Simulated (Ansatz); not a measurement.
Given:

```
CELL_PARAMETERS angstrom
      2.90849     0.00000     0.00000
      0.00000     2.90849     0.00000
      0.00000     0.00000     2.83577
ATOMIC_POSITIONS crystal
  Zn 0.50000 0.50000 0.50000
  Cu 0.00000 0.00000 0.00000
```

No spin polarisation.

Computed with PBEsol (Ansatz, a first-principles code, PAW, scalar-relativistic without spin-orbit coupling). k-mesh 20×20×20 (Γ-centred); smearing 0.1 eV (Fermi–Dirac).

Predict the band gap.

Zero.

Predict the space group.

P4/mmm (No. 123).

What pressure (mean of the normal stresses, compression positive) does the calculation give?

3.7 GPa.

The cells carry an imposed strain or load. Whether these cells are dynamically stable was not tested. The final runs are not spin-polarised. The cell was made from ZnCu in the CsCl type structure (space group Pm-3m, No. 221) by this change: uniaxial strain ε_zz = −2.50 %.
